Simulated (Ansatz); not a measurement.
The reference is C in the diamond structure (space group Fd-3m, No. 227; a = 3.5603 Å).

Method: r2SCAN (Ansatz, a first-principles code), no SOC.

Strains are applied to the cell and any free atomic positions relax.

One change was made to it. Results:

| quantity | base | after |
|---|---|---|
| pressure | 0.01 GPa | 48.62 GPa |
| hole mass (degenerate bands, along [100]) | 0.28, 0.28, 0.47 mₑ (at Γ) | 0.26, 0.26, 0.51 mₑ (at Γ) |
| band gap | 4.36 eV | 4.58 eV |

**Question.** Which of these changes matches the shifts?
A. isotropic strain −1.00 %
B. isotropic strain −3.00 %
C. isotropic strain −0.50 %
D. isotropic strain −1.50 %

**Answer.** B, isotropic strain −3.00 %. For comparison, the band gap in the other runs: isotropic strain −1.00 % gives 4.44 eV; isotropic strain −1.50 % gives 4.47 eV; isotropic strain −0.50 % gives 4.40 eV.

Masses are band curvatures over ±0.01 Å⁻¹ around the edge. Semilocal Kohn–Sham gaps tend to fall short of experiment. Whether these cells are dynamically stable was not tested.
